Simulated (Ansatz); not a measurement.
## A computed series for CdS: thickness series

Base system: CdS in the zinc blende structure (space group F-43m, No. 216; a = 5.8791 Å). Axes: x, y, z lie along the cube axes.

Free-standing slabs (2 atom(s) a layer) normal to [110] with 15 Å of vacuum; in-plane cell held at bulk.

Computed with Ansatz (a program for electronic structure), r2SCAN, PAW, cutoff 500 eV, no spin-orbit coupling, earlier PAW set.

Notes on the quantities. excess energy per area of both faces: slab less bulk energy over the cell's area: twice a surface energy.

```tsv
change	shortest interatomic distance	excess energy per area of both faces	gap character
base	2.546 Å	–	–
1 layer	2.306 Å	–	indirect, U → Γ
2 layers	2.461 Å	0.79 J/m²	direct at Γ
3 layers	2.460 Å	0.99 J/m²	direct at Γ
4 layers	(withheld)	(withheld)	direct at Γ
5 layers	2.460 Å	0.94 J/m²	direct at Γ
6 layers	2.463 Å	0.92 J/m²	direct at Γ
7 layers	2.462 Å	0.93 J/m²	direct at Γ
```

Task: Some entries are withheld; estimate them.

Result: 
- 4 layers, shortest interatomic distance: 2.468 Å
- 4 layers, excess energy per area of both faces: 0.91 J/m²

Slab and bulk use different k-meshes, which limits the precision of the excess energy. No phonon test of stability was made. Labels are those of the standard path for the cell's own space group.
